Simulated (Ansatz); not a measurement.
Defect migration in monoclinic HfO2: F-vacancy pair (F on one host O site, one O site vacant), charge state +3. The step: the F atom itself jumps into the vacancy (F-vacancy distance between ideal sites 2.55 Å throughout); the atom moves 1.77 Å along (0.33, 0.07, 0.13) of the unit cell; the moving atom starts with neighbours Hf at 2.16, Hf at 2.19, Hf at 2.50; O at 2.69, O at 2.72, O at 2.73 Å and ends with Hf at 2.16, Hf at 2.23, Hf at 2.58, Hf at 2.59; O at 2.53, O at 2.57, O at 2.64, O at 2.74 Å. DFT values are from Ansatz (plane-wave PAW, 420 eV unless said) in a cell of 96 host sites, spin-restricted, static, with no finite-size correction. The charge state is imposed; whether it is stable for some Fermi level was not computed. Forms of the defect that were not tried may lie lower. The start lies 0.69 eV above the lowest site run (PBE). For the PBE band: the saddle point's order was not checked.

| Level | Forward barrier (eV) | Cost of the band or of the saddle's single point |
|---|---|---|
| CHGNet universal potential (has no charge state), its own band | 0.13 | - |
| PBE, the Γ point alone, band relaxed | 0.06 | roughly 40 core-minutes |
| PBE, a 2×2×2 k-point mesh shifted by half a step, same geometries | 0.06 | very roughly 20 core-minutes |
| r2SCAN at 500 eV, the Γ point alone, same geometries | [?] | roughly 4 core-minutes |

Task: Complete the blanks.

Result: 
- r2SCAN at 500 eV, the Γ point alone, same geometries, Forward barrier (eV): 0.04

Ansatz is a program for electronic structure.
